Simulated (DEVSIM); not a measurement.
**abrupt Si n-p junction**

Device: abrupt Si n-p junction, at 400 K.

```csv
layer (left to right),material,thickness (μm),Nd (cm⁻³),Na (cm⁻³),τn (s),τp (s)
1,Si,2.20,3.1e18,-,3.3e-5,3.3e-5
2,Si,22.0,-,4.8e15,3.3e-5,3.3e-5
```

Left contact: ohmic. Right contact: ohmic. Voltage is applied to the left contact. Recombination: SRH at mid-gap, radiative, Auger. Gap narrowing is on: ΔEg = 6.92 meV × (l + √(l² + 0.5)), l = ln(N/1.3e17 cm⁻³), shared equally by both band edges. Mobility is μmin + (μ − μmin)/(1 + (N/Nref)^α).

The device is made up for the run: typed textbook-type constants, with dimensions and the other settings drawn at random. Values at 300 K; Nc and Nv go as T^1.5, mobilities as T to minus their exponent, the gap by Varshni's rule with the affinity fixed.

| parameter | Si |
|---|---|
| gap (eV) | 1.124 |
| affinity (eV) | 4.05 |
| permittivity | 11.7 |
| Nc (cm⁻³) | 2.86e19 |
| Nv (cm⁻³) | 3.1e19 |
| μn (cm²/Vs) | 1417 |
| μp (cm²/Vs) | 470 |
| μn,min | 52 |
| μp,min | 45 |
| Nref,n | 9.7e16 |
| Nref,p | 2.2e17 |
| αn | 0.68 |
| αp | 0.72 |
| T exponent of μn | 2.3 |
| T exponent of μp | 2.2 |
| B (cm³/s) | 4.7e-15 |
| Cn (cm⁶/s) | 2.8e-31 |
| Cp (cm⁶/s) | 9.9e-32 |
| Varshni α (eV/K) | 0.000473 |
| Varshni β (K) | 636 |

Model (solved in DEVSIM): 1D drift-diffusion, Boltzmann statistics, complete ionisation; no tunnelling, impact ionisation, image-force lowering or self-heating.

| Quantity | Result |
|---|---|
| Potential step across the device at zero bias | 0.665 V |
| Largest field in the device at zero bias | 93000 V/cm |
| Dark forward voltage at 1 A/cm² | 0.395 V |
| Dark forward voltage at 100 A/cm² | 0.612 V |

Dark reverse current:

| V (V) | J (A/cm²) |
|---|---|
| 0.40 | 1.2e-5 |
| 1.00 | 1.2e-5 |
| 2.00 | 1.2e-5 |
| 3.00 | 1.3e-5 |
| 4.00 | 1.3e-5 |
| 6.00 | 1.3e-5 |
| 8.00 | 1.4e-5 |
| 10.00 | 1.4e-5 |
| 13.00 | 1.5e-5 |
| 16.00 | 1.5e-5 |
| 20.00 | 1.6e-5 |

Dark forward current:

(V (V), J (A/cm²)): (-0.05, -3.8e-5); (-0.10, -0.00020); (-0.15, -0.00088); (-0.20, -0.0038); (-0.25, -0.016); (-0.30, -0.068); (-0.35, -0.29); (-0.40, -1.2); (-0.45, -4.3); (-0.50, -13); (-0.55, -36); (-0.60, -84); (-0.65, -180); (-0.70, -330); (-0.75, -560); (-0.80, -870); (-0.85, -1300); (-0.90, -1700); (-0.95, -2200)
